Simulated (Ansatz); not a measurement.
Base system: Ce in the fcc (Cu type) structure (space group Fm-3m, No. 225; a = 4.664 Å).

Structures relaxed with DFT with r2SCAN, PAW potentials and a 500 eV plane-wave cutoff in Ansatz (a quantum-chemistry and plane-wave program), no spin-orbit coupling, earlier PAW set.

Base:

Simulated powder pattern, Cu Kα1, λ = 1.54056 Å (kinematic, ideal powder, no thermal factors, no anomalous dispersion; the 14 strongest lines at most, above 2 %, up to 2θ = 90°):

| 2θ (°) | I/Imax (%) | hkl |
|---|---|---|
| 33.24 | 100 | (111) |
| 38.57 | 50 | (200) |
| 55.69 | 34 | (220) |
| 66.42 | 40 | (311) |
| 69.79 | 11 | (222) |
| 82.69 | 5.5 | (400) |

Now apply this change: full substitution Ce → Lu, then cell and atoms are relaxed.

**Question.** How do the reflections move or split?

**Answer.** 
Simulated powder pattern, Cu Kα1, λ = 1.54056 Å (kinematic, ideal powder, no thermal factors, no anomalous dispersion; the 14 strongest lines at most, above 2 %, up to 2θ = 90°):

```tsv
2θ (°)	I/Imax (%)	hkl
31.72	100	(111)
36.80	51	(200)
53.02	37	(220)
63.12	44	(311)
66.28	13	(222)
78.28	6.0	(400)
86.92	19	(331)
89.78	18	(420)
```

The indices refer to each structure's own conventional cell; one index is shown for lines that coincide.

Open 4f shells without U are poorly described, and the f state was not checked. Whether these cells are dynamically stable was not tested. As relaxed here, Lu is a hypothetical phase, not in the database extracts checked. Starting moments died away, wholly or in part, for the base; another magnetic solution may exist. The final runs are not spin-polarised.
